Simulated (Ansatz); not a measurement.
Al12W, treated with LDA (plane waves, PAW; Ansatz, a first-principles code).

Settings: plane-wave cutoff 520 eV, 10×10×10 k mesh, Fermi–Dirac smearing 0.05 eV, no spin polarisation, scalar-relativistic PAW data made under PBE.

Starting structure:

```yaml
crystal:
  lattice:
    - [-3.79000, 3.79000, 3.79000]
    - [3.79000, -3.79000, 3.79000]
    - [3.79000, 3.79000, -3.79000]
  atoms:
    - { symbol: Al, position: [0.81600, 0.30900, 0.12500] }
    - { symbol: Al, position: [0.18400, 0.69100, 0.87500] }
    - { symbol: Al, position: [0.81600, 0.69100, 0.50700] }
    - { symbol: Al, position: [0.18400, 0.30900, 0.49300] }
    - { symbol: Al, position: [0.12500, 0.81600, 0.30900] }
    - { symbol: Al, position: [0.50700, 0.81600, 0.69100] }
    - { symbol: Al, position: [0.49300, 0.18400, 0.30900] }
    - { symbol: Al, position: [0.87500, 0.18400, 0.69100] }
    - { symbol: Al, position: [0.30900, 0.12500, 0.81600] }
    - { symbol: Al, position: [0.30900, 0.49300, 0.18400] }
    - { symbol: Al, position: [0.69100, 0.87500, 0.18400] }
    - { symbol: Al, position: [0.69100, 0.50700, 0.81600] }
    - { symbol: W, position: [0.00000, 0.00000, 0.00000] }
```

Problem. Into what structure does the relaxation of cell and atoms lead at this level, with the symmetry of the start kept?

Solution. The volume drops by 3.8 %; final space group Im-3.
```yaml
crystal:
  lattice:
    - [-3.74095, 3.74095, 3.74095]
    - [3.74095, -3.74095, 3.74095]
    - [3.74095, 3.74095, -3.74095]
  atoms:
    - { symbol: Al, position: [0.81388, 0.30844, 0.12232] }
    - { symbol: Al, position: [0.18612, 0.69156, 0.87768] }
    - { symbol: Al, position: [0.81388, 0.69156, 0.50544] }
    - { symbol: Al, position: [0.18612, 0.30844, 0.49456] }
    - { symbol: Al, position: [0.12232, 0.81388, 0.30844] }
    - { symbol: Al, position: [0.50544, 0.81388, 0.69156] }
    - { symbol: Al, position: [0.49456, 0.18612, 0.30844] }
    - { symbol: Al, position: [0.87768, 0.18612, 0.69156] }
    - { symbol: Al, position: [0.30844, 0.12232, 0.81388] }
    - { symbol: Al, position: [0.30844, 0.49456, 0.18612] }
    - { symbol: Al, position: [0.69156, 0.87768, 0.18612] }
    - { symbol: Al, position: [0.69156, 0.50544, 0.81388] }
    - { symbol: W, position: [0.00000, 0.00000, 0.00000] }
```
